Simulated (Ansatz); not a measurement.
Start from BaHfO3 in the cubic perovskite structure (space group Pm-3m, No. 221; a = 4.157 Å). Axes: x, y, z lie along the cube axes.

Now apply this change: compressive biaxial strain of 4.45 % in the plane normal to [110], as in epitaxy on a mismatched substrate; the out-of-plane cell vector and the atoms relax.

Levels (all Ansatz, a quantum-chemistry and plane-wave program, PAW): PBEsol (420 eV, no SOC); r2SCAN (500 eV, no SOC); HSE06 (420 eV, no spin-orbit coupling).

One geometry, relaxed with PBEsol, under each level:

| level | band gap | lowest conduction level above the VBM at special points | pressure |
|---|---|---|---|
| PBEsol | 3.12 eV | Γ 3.12 eV; Z 3.95 eV; S 4.04 eV; R 5.85 eV | 12.28 GPa |
| r2SCAN | 3.78 eV | Γ 3.78 eV; Z 4.61 eV; S 4.71 eV; R 6.50 eV | 15.58 GPa |
| HSE06 | 4.79 eV | Γ 4.79 eV; Z 5.72 eV; S 5.81 eV | – |

Single points use the geometry relaxed with PBEsol. Their cutoffs differ, which shifts pressures a little. With Hf present, leaving out spin-orbit coupling can change the band edges. Stability against distortions was not tested. k-point labels follow each cell's own Brillouin zone.
